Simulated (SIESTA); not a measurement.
Input and output of a self-consistent single point for CdIn (P-6m2, 2 atoms in the cell) (SIESTA)

Method of the run: GGA PBEsol, numerical atomic orbitals DZP, PseudoDojo PBEsol standard norm-conserving potentials (rewritten from UPF to PSML) in SIESTA.

Input as run:

```
# files in the folder: Cd.psml In.psml (PseudoDojo PBEsol standard)
SystemName  CdIn
SystemLabel cdin

NumberOfAtoms                2
NumberOfSpecies              2
%block ChemicalSpeciesLabel
  1 48 Cd
  2 49 In
%endblock ChemicalSpeciesLabel
LatticeConstant              1.0 Ang
%block LatticeVectors
     3.218613000    0.000000000    0.000000000
    -1.609306000    2.787400000    0.000000000
     0.000000000    0.000000000    5.916146000
%endblock LatticeVectors
AtomicCoordinatesFormat      Ang
%block AtomicCoordinatesAndAtomicSpecies
     0.000000000    0.000000000    2.958073000  1
     1.609308276    0.929132404    0.000000000  2
%endblock AtomicCoordinatesAndAtomicSpecies

XC.functional                GGA
XC.authors                   PBEsol
PAO.BasisSize                DZP
PAO.EnergyShift              0.01 Ry
MeshCutoff                   350 Ry
%block kgrid.MonkhorstPack
    8   0   0  0.0
    0   8   0  0.0
    0   0   4  0.0
%endblock kgrid.MonkhorstPack
OccupationFunction           FD
ElectronicTemperature        1160.45 K

MaxSCFIterations             150
SCF.Mixer.Method             Pulay
SCF.Mixer.Weight             0.1
SCF.Mixer.History            8
SCF.DM.Tolerance             1.0E-04
Diag.ParallelOverK           true
WriteForces                  true
```

Log, with long lists cut:

```
reinit: Reading from file input.fdf

reinit: System Name: CdIn
reinit: System Label: cdin

coor:   Atomic-coordinates input format  =     Cartesian coordinates
coor:                                          (in Angstroms)

siesta: Atomic coordinates (Bohr) and species
siesta:      0.00000   0.00000   5.58995  1        1
siesta:      3.04115   1.75581   0.00000  2        2

siesta: System type = bulk

initatomlists: Number of atoms, orbitals, and projectors:      2    37    36

siesta: ******************** Simulation parameters ****************************
redata: Spin configuration                          = none
redata: Time-Reversal Symmetry                      = T
redata: Number of Atomic Species                    =        2
redata: Mesh Cutoff                                 =   350.0000 Ry
redata: Net charge of the system                    =     0.0000 |e|
redata: Min. number of SCF Iter                     =        0
redata: Max. number of SCF Iter                     =      150
redata: SCF convergence failure will abort job
redata: SCF mix quantity                            = Hamiltonian
redata: Mix DM or H after convergence               =   F
redata: Recompute H after scf cycle                 =   F
redata: Mix DM in first SCF step                    =   T
redata: No kicks to SCF
redata: DM Mixing Weight for Kicks                  =     0.5000
redata: Require Harris convergence for SCF          =   F
redata: Harris energy tolerance for SCF             =     0.000100 eV
redata: Require DM convergence for SCF              =   T
redata: DM tolerance for SCF                        =     0.000100
redata: Require EDM convergence for SCF             =   F
redata: EDM tolerance for SCF                       =     0.001000 eV
redata: Require H convergence for SCF               =   T
redata: Hamiltonian tolerance for SCF               =     0.001000 eV
redata: Require (free) Energy convergence for SCF   =   F
redata: (free) Energy tolerance for SCF             =     0.000100 eV
redata: Using DFT-D3 dispersion                     =   F
redata: Using Saved Data (generic)                  =   F
redata: Method of Calculation                       = Diagonalization
redata: Electronic Temperature                      =  1160.4500 K
redata: Number of TDED substeps                     =        3
redata: Dynamics option                             = Single-point calculation
redata: Save all siesta data in one NC              =   F
redata: ***********************************************************************

%block SCF.Mixers
  Pulay
%endblock SCF.Mixers

%block SCF.Mixer.Pulay
  # Mixing method
  method pulay
  variant stable

  # Mixing options
  weight 0.1000
  weight.linear 0.1000
  history 8
%endblock SCF.Mixer.Pulay

DM_history_depth set to one: no extrapolation allowed by default for geometry relaxation
Size of DM history Fstack: 1
Total number of electrons:    33.000000
Total ionic charge:    33.000000

* ProcessorY, Blocksize:    1  38

* Orbital distribution balance (max,min):    37    37

k-point displ. along   1 input, could be:     0.00    0.50
k-point displ. along   2 input, could be:     0.00    0.50
k-point displ. along   3 input, could be:     0.00    0.50
 Kpoints in:          160 . Kpoints trimmed:          150

siesta: k-grid: Number of k-points = 150
siesta: k-points from Monkhorst-Pack grid
siesta: k-cutoff (effective) =    11.832 Ang
siesta: k-point supercell and displacements
siesta: k-grid:     8     0     0      0.000
siesta: k-grid:     0     8     0      0.000
siesta: k-grid:     0     0     4      0.000

diag: Algorithm                                     = D&C
diag: Parallel over k                               =   F
diag: Use parallel 2D distribution                  =   F
diag: Parallel block-size                           = 38
diag: Parallel distribution                         =     1 x     1
diag: Used triangular part                          = Lower
diag: Absolute tolerance                            =  0.100E-15
diag: Orthogonalization factor                      =  0.100E-05
diag: Memory factor                                 =  1.0000

superc: Internal auxiliary supercell:     9 x     9 x     3  =     243
superc: Number of atoms, orbitals, and projectors:    486   8991   8748

                        Single-point calculation

superc: Internal auxiliary supercell:     9 x     9 x     3  =     243
superc: Number of atoms, orbitals, and projectors:    486   8991   8748

outcell: Unit cell vectors (Ang):
        3.218613    0.000000    0.000000
       -1.609306    2.787400    0.000000
        0.000000    0.000000    5.916146

outcell: Cell vector modules (Ang)   :    3.218613    3.218612    5.916146
outcell: Cell angles (23,13,12) (deg):     90.0000     90.0000    120.0000
outcell: Cell volume (Ang**3)        :     53.0771
new_DM -- step:     1
Initializing Density Matrix...

Attempting to read DM from file... Failed...
DM filled with atomic data:

InitMesh: MESH = 32 x 32 x 72 = 73728
InitMesh: Mesh cutoff (required, used) =   350.000   364.253 Ry

stepf: Fermi-Dirac step function

        iscf     Eharris(eV)        E_KS(eV)     FreeEng(eV)     dDmax    Ef(eV) dHmax(eV)
   scf:    1    -6558.394640    -6565.722313    -6565.754070  1.401534 -2.367786 14.145416
   scf:    2    -6569.228598    -6567.609301    -6567.639594  0.166707 -2.425859  9.650359
   scf:    3    -6569.835570    -6569.085979    -6569.116490  0.272142 -2.617476  2.172302
   scf:    4    -6569.085837    -6569.158710    -6569.188162  0.183794 -2.800494  2.120072
   scf:    5    -6568.710075    -6568.955966    -6568.983866  0.054216 -2.837996  4.089689
   scf:    6    -6569.157342    -6569.207235    -6569.237176  0.158255 -2.765204  1.269160
   scf:    7    -6569.231849    -6569.220251    -6569.250146  0.014598 -2.775643  0.877558
   scf:    8    -6569.237622    -6569.233052    -6569.262861  0.025916 -2.796945  0.006206
   scf:    9    -6569.233051    -6569.233052    -6569.262860  0.000179 -2.797049  0.008424
   scf:   10    -6569.233047    -6569.233050    -6569.262862  0.000425 -2.796952  0.005326
   scf:   11    -6569.233046    -6569.233048    -6569.262862  0.000184 -2.796873  0.000929
   scf:   12    -6569.233049    -6569.233049    -6569.262862  0.000030 -2.796895  0.000089

SCF Convergence by DM+H criterion
max |DM_out - DM_in|         :     0.0000297140
max |H_out - H_in|      (eV) :     0.0000886609
SCF cycle converged after 12 iterations

Using DM_out to compute the final energy and forces

siesta: E_KS(eV) =            -6569.2330

siesta: E_KS - E_eggbox =     -6569.2330

siesta: Atomic forces (eV/Ang):
     1    0.000003   -0.000002    0.000000
     2   -0.000003    0.000002   -0.000000
   Tot   -0.000000   -0.000000   -0.000000
   Max    0.000003
   Res    0.000002    sqrt( Sum f_i^2 / 3N )
   Max    0.000003    constrained

Stress tensor Voigt[x,y,z,yz,xz,xy] (kbar):       62.19       62.34       54.95        0.00       -0.00        0.13
(Free)E + p*V (eV/cell)    -6571.2449
Target enthalpy (eV/cell)    -6569.2629

siesta: Program's energy decomposition (eV):
siesta: Ebs     =      -928.505014
siesta: Eions   =      9045.165988
siesta: Ena     =      1102.507399
siesta: Ekin    =      2803.381576
siesta: Enl     =      -290.196701
siesta: Eso     =         0.000000
siesta: Edftu   =         0.000000
siesta: DEna    =        51.666304
siesta: DUscf   =         1.229484
siesta: DUext   =         0.000000
siesta: Ex      =     -1118.818403
siesta: Ec      =       -73.836719
siesta: Exc     =     -1192.655122
siesta: Eharris =     -6569.233049
siesta: Etot    =     -6569.233049
siesta: FreeEng =     -6569.262862

siesta: Stress tensor (static) (eV/Ang**3):
siesta:     0.038818    0.000080   -0.000000
siesta:     0.000080    0.038910    0.000000
siesta:    -0.000000    0.000000    0.034298

siesta: Cell volume =         53.077070 Ang**3

siesta: Pressure (static):
siesta:                Solid            Molecule  Units
siesta:          -0.00040671         -0.00040671  Ry/Bohr**3
siesta:          -0.03734216         -0.03734213  eV/Ang**3
siesta:         -59.82873085        -59.82869288  kBar
```

The run converged in 12 iterations.

The starting cell comes from a database of computed structures (which also holds hypothetical and non-ambient phases and stackings), without a prior relaxation at this level. Its lattice was rescaled by a random factor within 2.5 % of one. Values carry the incompleteness of an atom-centred basis. With a pressure of about -6 GPa the cell is away from its equilibrium volume at this level.
